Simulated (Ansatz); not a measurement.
The starting structures come from a database of crystals and need not be the phases stable at ambient conditions.

Inside the gap of an insulator the Bloch states are evanescent, with a wavenumber k + iκ along the transport direction.

Here is the system:

```xyz
18
Lattice="8.5009 0.0000 0.0000 2.9523 8.3271 0.0000 -3.0317 -1.9390 3.5806" Properties=species:S:1:pos:R:3 pbc="T T T"
Ge     0.0000     0.0000     0.0000
Ge     4.2107     3.1940     1.7903
Se    -0.5316     0.0063     3.0783
Se     8.9531     6.3817     0.5023
Se     3.6170     0.5728     3.5407
Se     4.8045     5.8152     0.0399
O     -1.2335    -1.5772     3.1307
O      9.6550     7.9652     0.4499
O      4.1822     2.2047     3.3989
O      4.2392     4.1833     0.1818
O      3.6199     1.7111     0.7836
O      4.8016     4.6770     2.7971
O      8.1599     1.8133     0.3967
O      0.2616     4.5747     3.1840
O      0.5693    -0.2766     1.7938
O      7.8522     6.6646     1.7868
O      6.0113     2.6304     1.5481
O      2.4101     3.7576     2.0326
```

Space group of this cell: P2_1/c. The cell is taken as given; by r2SCAN its mean pressure is -0.7 GPa.

Transport runs along the normal of the first two printed cell vectors.

The gap is the functional's own. No spin-orbit coupling. Mid-gap values are interpolated on the energy grid.

Problem. Give the band gap and the smallest decay constant κ at mid-gap that r2SCAN (Ansatz, a quantum-chemistry and plane-wave program) yields.

Solution. Gap 4.71 eV on a 8×4×8 mesh; κ = 0.527 1/Å, at (0.250, 0.000) of the in-plane reciprocal vectors. At the zone centre, at the nearest computed energy, the slowest state has κ = 0.56 1/Å.
